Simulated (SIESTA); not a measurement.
Band structure of SnO2 (P4_2/mnm, 6 atoms in the cell).

```
SnO2
1.0
    4.87775     0.00000     0.00000
    0.00000     4.87775     0.00000
    0.00000     0.00000     3.28352
Sn O
2 4
Direct
  0.50000   0.50000   0.50000
  0.00000   0.00000   0.00000
  0.19403   0.80597   0.50000
  0.80597   0.19403   0.50000
  0.69403   0.69403   0.00000
  0.30597   0.30597   0.00000
```

Method of the run: GGA PBE, numerical atomic orbitals TZP, PseudoDojo PBE standard norm-conserving potentials (rewritten from UPF to PSML) (SIESTA 5.4.2).

Settings: XC.functional = GGA; XC.authors = PBE; potentials = PseudoDojo PBE standard; PAO.BasisSize = TZP; PAO.EnergyShift = 0.01 Ry; MeshCutoff = 350 Ry; kgrid.MonkhorstPack = 7 7 10; OccupationFunction = FD; ElectronicTemperature = 10 K; MaxSCFIterations = 150; SCF.Mixer.Method = Pulay; SCF.Mixer.Weight = 0.2; SCF.Mixer.History = 6; SCF.DM.Tolerance = 1.0E-04.

The starting cell comes from a database of computed structures (which also holds hypothetical and non-ambient phases and stackings), without a prior relaxation at this level. Its lattice was rescaled by a random factor within 2.5 % of one. Values carry the incompleteness of an atom-centred basis.

Q: Predict the gap along the standard path and the places of the band edges.

A: The gap along the path is 0.01 eV, direct at Γ to within 0.01 eV.

Levels in eV from the top of the valence band on the path, bands 23 to 27:
```tsv
point	23	24	25	26	27
Γ	-1.39	-0.66	-0.66	0.00	0.01
X	-1.32	-1.32	-0.56	-0.56	3.30
M	-1.45	-1.45	-0.83	-0.83	3.68
Z	-1.41	-1.41	-1.15	-1.15	4.93
R	-0.88	-0.88	-0.85	-0.85	5.17
A	-0.85	-0.85	-0.68	-0.68	3.77
```

Higher empty bands are left out: an atom-centred basis made for the valence describes them poorly.
